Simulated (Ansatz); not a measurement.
Amorphous Al28O44Ti, 73 atoms at 3.10 g/cm³, one PBE-relaxed geometry, zone centre. Methods: PBE, scalar-relativistic without spin-orbit coupling (Ansatz, a quantum-chemistry and plane-wave program); r2SCAN, scalar-relativistic without spin-orbit coupling (Ansatz); HSE06, scalar-relativistic without spin-orbit coupling (Ansatz). Plane waves to 420 eV (r2SCAN 500 eV); exact exchange is cut at the cell's faces. At PBE the levels at the filled edge of the gap are localised (band-tail or defect states), and the nearest spread-out levels lie 4.1 eV apart at the zone centre. All rungs ran without spin polarisation.

Preparation: random packing, a CHGNet melt and quench, and a DFT relaxation. O atoms were pushed apart under 1.9 Å during the dynamics, to hinder bonds among them. The hot cell started wider than the set density and was brought back towards it in steps. It is the lowest in DFT energy of 2 quenches. It is a model cell: composition and starting density were chosen by hand, and all elements were melted together. No dispersion term was used. Its density started from a set value of 3.12 and ended at 3.10 g/cm³. The quench (nominally 410 K/ps over its main leg) was far faster than any real one, so the model tends to hold more defects than a real film. A cell of this size samples the disorder only roughly. Volume and shape were free in the relaxation.

The relaxation ran on the zone centre alone. At PBE the level gap is 3.39 eV on a 2×2×2 Γ-centred mesh, and the spacing at the zone centre alone 3.38 eV.

### Question
What zone-centre spacing does r2SCAN give, roughly?

### Answer
3.92 eV (+0.54 eV against PBE).

### Question
What zone-centre spacing does HSE06 give, roughly?

### Answer
5.08 eV (+1.70 eV against PBE).

The highest filled and the lowest empty state spread over these numbers of atoms (participation numbers): PBE: 3.3 and 42.5; r2SCAN: 3.2 and 5.0; HSE06: 3.2 and 48.5.
